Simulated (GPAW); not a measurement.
GPAW run on CaAu2 (Imma, 6 atoms in the cell): self-consistent single point.

Method: LDA (Perdew-Wang 92), GPAW PAW datasets LDA (gpaw-data 1.0.1) (plane waves; GPAW 25.7.0).

```
CELL_PARAMETERS angstrom
     -2.25473     3.48791     4.08744
      2.25473    -3.48791     4.08744
      2.25473     3.48791    -4.08744
ATOMIC_POSITIONS crystal
  Ca 0.70770 0.45770 0.25000
  Ca 0.29230 0.54230 0.75000
  Au 0.30065 0.83990 0.46075
  Au 0.69935 0.16010 0.53925
  Au 0.87915 0.83990 0.03925
  Au 0.12085 0.16010 0.96075
```

Reference input (self-consistent single point, DFT PBEsol, plane waves, GPAW PAW datasets PBEsol (made by gpaw-setup)): mode = pw; ecut = 550 eV; xc = PBEsol; kpts = 5 5 5; mesh shift (steps) = 0 0 0; occupations.name = methfessel-paxton; occupations.width = 0.1 eV; occupations.order = 0; nbands = -14; convergence.density = 1e-05 e/electron; symmetry.symmorphic = false; symmetry.tolerance = 0.0005. This run's input differs from it in these lines:

```diff
@@ -17,3 +17,3 @@
 calc = GPAW(mode={'name': 'pw', 'ecut': 550},
-            xc='PBEsol',
+            xc='LDA',
             kpts=(5, 5, 5),
```

Its files differ too (potentials: GPAW PAW datasets LDA (gpaw-data 1.0.1)).

The program printed (abridged):

```
     iter     time        total  log10-change:
                         energy   eigst   dens
iter:   1 --:--:--   -28.723335
iter:   2 --:--:--   -28.656935   -0.54  -1.31
iter:   3 --:--:--   -26.900887   -1.38  -1.34
iter:   4 --:--:--   -26.574055   -1.41  -1.60
iter:   5 --:--:--   -26.589635   -2.30  -1.82
iter:   6 --:--:--   -26.437981   -2.37  -1.98
iter:   7 --:--:--   -26.414188   -2.62  -2.26
iter:   8 --:--:--   -26.412387c  -4.05  -2.72
iter:   9 --:--:--   -26.412499c  -4.84  -2.88
iter:  10 --:--:--   -26.411771c  -4.07  -2.90
iter:  11 --:--:--   -26.411654c  -5.30  -3.35
iter:  12 --:--:--   -26.411617c  -6.33  -3.59
iter:  13 --:--:--   -26.411557c  -5.00  -3.67
iter:  14 --:--:--   -26.411471c  -5.67  -3.53
iter:  15 --:--:--   -26.411466c  -6.46  -4.04
iter:  16 --:--:--   -26.411465c  -6.78  -4.28
iter:  17 --:--:--   -26.411464c  -7.92c -4.32
iter:  18 --:--:--   -26.411463c  -7.44c -4.52
iter:  19 --:--:--   -26.411463c  -8.71c -4.92
iter:  20 --:--:--   -26.411463c  -8.75c -5.00c
Converged after 20 iterations.

Dipole moment: (0.000000, 0.000000, -0.000000) |e|*Ang

Energy contributions relative to reference atoms: (reference = -2102187.117450)

Kinetic:        -34.695496
Potential:      +31.543446
External:        +0.000000
XC:             -22.734732
Entropy (-ST):   -0.011311
Local:           -0.519025
SIC:             +0.000000
--------------------------
Free energy:    -26.417119
Extrapolated:   -26.411463

Showing only first 2 kpts
 Kpt  Band  Eigenvalues  Occupancy
  0    30      5.98359    2.00000
  0    31      7.78504    0.00000
  0    32      8.23661    0.00000
  0    33      8.29143    0.00000

  1    30      5.79370    2.00000
  1    31      6.15529    2.00000
  1    32      7.14946    1.69204
  1    33      8.00713    0.00000

Fermi level: 7.22155

No gap
   [... lines left out ...]
  0 Ca    0.00000    0.00000   -0.00575
  1 Ca    0.00000    0.00000    0.00575
  2 Au    0.00000   -0.03319    0.00453
  3 Au    0.00000    0.03319   -0.00453
  4 Au    0.00000    0.03319    0.00453
  5 Au    0.00000   -0.03319   -0.00453

Stress tensor:
    -0.001334    -0.000000     0.000000
    -0.000000     0.007521    -0.000000
     0.000000    -0.000000     0.004254
Stress (GPa, Voigt): [-0.2138  1.205   0.6816 -0.      0.     -0.    ]
```

The run converged in 20 iterations. GPAW prints stress with tension positive. Against the reference run the pressure goes from 2.57 to -0.56 GPa and the largest force goes from 0.028 to 0.033 eV/Å.

The starting cell comes from a database of computed structures (which also holds hypothetical and non-ambient phases and stackings), without a prior relaxation at this level. Its lattice was rescaled by a random factor within 2.5 % of one.

Cost on one core of a shared machine: roughly 2 min.
